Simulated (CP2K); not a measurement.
Band structure of LaMg₂ (C2/m, 6 atoms in the cell).

```xyz
6
Lattice="6.4435 0.0000 0.0000 5.5282 3.3103 0.0000 -1.9368 -0.5355 7.8227" Properties=species:S:1:pos:R:3 pbc="T T T"
La     3.3896     0.9373     3.5554
La     6.6454     1.8375     4.2673
Mg     7.9773     2.2058     0.8937
Mg     2.0576     0.5690     6.9290
Mg    11.3581     3.1407     1.4112
Mg    -1.3232    -0.3659     6.4115
```

Method of the run: PBEsol, GPW, DZVP-MOLOPT-SR-GTH basis, GTH-PBE potentials (GTH_POTENTIALS) in CP2K.

Settings: CUTOFF = 1000 Ry; REL_CUTOFF = 40 Ry; SMEAR/METHOD = FERMI_DIRAC; ELECTRONIC_TEMPERATURE = 1160.45 K; KPOINTS/SCHEME = MONKHORST-PACK 5 5 2; GAMMA_CENTERED = T; XC_FUNCTIONAL = PBE:PBESOL; La/BASIS_SET = DZVP-MOLOPT-SR-GTH; La/POTENTIAL = GTH-PBE-q11; Mg/BASIS_SET = DZVP-MOLOPT-SR-GTH; Mg/POTENTIAL = GTH-PBE-q10; METHOD = GPW; EPS_DEFAULT = 1e-10; EXTRAPOLATION = USE_GUESS.

The starting cell comes from a database of computed structures (which also holds hypothetical and non-ambient phases and stackings), without a prior relaxation at this level. Values carry the incompleteness of an atom-centred basis. The potentials were made for another functional than the one used.

Levels in eV from the Fermi level, bands 28 to 33:
```csv
point,28,29,30,31,32,33
Γ,-2.33,-1.83,-1.54,-0.28,-0.08,0.53
Y,-2.28,-1.20,-0.83,-0.33,0.18,0.96
F,-1.80,-1.57,-1.06,-0.64,-0.35,0.22
L,-2.52,-1.41,-0.84,-0.60,0.14,1.65
Z,-2.03,-1.52,-0.94,-0.92,0.18,0.30
```

Bands cross the Fermi level along this path, so the cell is metallic at this level.

Higher empty bands are left out: an atom-centred basis made for the valence describes them poorly.
